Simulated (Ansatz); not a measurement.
**What C → Be does to TiC**

The reference is TiC in the rock salt structure (space group Fm-3m, No. 225; a = 4.2933 Å).

Perturbation: Be takes the place of C on all its sites; the structure is relaxed again.

All numbers come from plane-wave PAW DFT at the PBEsol level (Ansatz, an electronic-structure program, 420 eV), spin-orbit coupling left out. Γ-centred 17×17×17 mesh, Fermi–Dirac width 0.05 eV, for the changed cell.

```tsv
quantity	base	changed	shift
volume per atom	9.89 Å³	13.62 Å³	+3.73 Å³
density	5.03 g/cm³	3.47 g/cm³	-1.56 g/cm³
lattice parameter a	4.293 Å	4.777 Å	+0.4832 Å
space group	Fm-3m (No. 225)	Fm-3m (No. 225)	–
band gap	zero	zero	–
```

Cost of the whole job for the changed cell (relaxation, final SCF and bands): around 40 core-seconds (rough).

Whether these cells are dynamically stable was not tested. As relaxed here, TiBe is a hypothetical phase, not in the database extracts checked. All final runs are without spin polarisation. TiBe has a high density of states at the Fermi level and may be magnetic at this level.
